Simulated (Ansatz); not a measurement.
Take MgO in the rock salt structure (space group Fm-3m, No. 225; a = 4.2141 Å) as the base. Axes: x, y, z lie along the cube axes.

All numbers come from PBEsol/PAW in Ansatz (an electronic-structure program), scalar-relativistic without spin-orbit coupling.

For the base:

Pressure: 0.01 GPa

Perturbation: biaxial strain +0.50 %, plane normal [001], relaxed out of plane (Cartesian); in-plane vectors clamped, the third vector and the atoms free.

Question: What happens to the pressure?

Answer: The pressure (mean of the normal stresses, compression positive) falls by 1.065 GPa, from 0.01 GPa to -1.06 GPa.

Question: Estimate the effect on the out-of-plane strain.

Answer: The out-of-plane strain is -0.30 %.

Question: Predict the new energy relative to the base.

Answer: The energy increases by 0.5 meV/atom.

Whether these cells are dynamically stable was not tested.
